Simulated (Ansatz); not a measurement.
Start from HfS2 in the CdI2 type structure (space group P-3m1, No. 164; a = 3.547 Å, c = 5.577 Å; layered, stacked along the Cartesian z axis).

All numbers come from plane-wave PAW DFT at the PBEsol-D3(BJ) level (Ansatz, a program for electronic structure, 420 eV), no spin-orbit coupling.

Base values:

- Band gap: 0.45 eV

Now apply this change: the cell is scaled by 1.0050 in all directions; the atoms relax in the strained cell.

Estimate the effect on the band gap.

The band gap rises by 0.08 eV (0.45 eV → 0.53 eV).

Estimate the effect on the largest internal atomic displacement.

The largest internal atomic displacement is 0.014 Å.

Spin-orbit coupling, missing from the scalar runs, can matter with Hf. Whether these cells are dynamically stable was not tested.
